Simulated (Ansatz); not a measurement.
Start from PbF2 in the fluorite structure (space group Fm-3m, No. 225; a = 5.899 Å).

Level of theory: PBEsol, PAW, 420 eV (Ansatz, a program for electronic structure; spin-orbit coupling left out).

One change was made to it. Results:

```json
[
 {"quantity": "density", "base": "7.94 g/cm³", "after": "7.72 g/cm³"},
 {"quantity": "shortest interatomic distance", "base": "2.554 Å", "after": "2.578 Å"},
 {"quantity": "valley order (the lowest conduction-band minima on the path, energy above the VBM, named in the base's zone)", "base": "X along ⟨100⟩ 4.31 eV; L along ⟨111⟩ 4.93 eV; a point along ⟨110⟩, about 0.6 Å⁻¹ from Γ 5.30 eV", "after": "X along ⟨100⟩ 4.31 eV; L along ⟨111⟩ 4.94 eV; a point along ⟨110⟩, about 0.6 Å⁻¹ from Γ 5.31 eV"}
]
```

Task: Which change produced these results?
(A) pressure 1.5 GPa
(B) pressure −1 GPa
(C) pressure 3 GPa
(D) pressure −2 GPa
(E) pressure 7.5 GPa

Result: D, pressure −2 GPa. For comparison, the density in the other runs: pressure 3 GPa gives 8.23 g/cm³; pressure −1 GPa gives 7.83 g/cm³; pressure 1.5 GPa gives 8.09 g/cm³; pressure 7.5 GPa gives 8.60 g/cm³.

With Pb present, leaving out spin-orbit coupling can change the band edges. The levels and masses belong to the bands next to the band gap. Load acts through the strain it causes; cell and atoms are relaxed under it. Whether these cells are dynamically stable was not tested. Competing high-pressure phases were not computed.
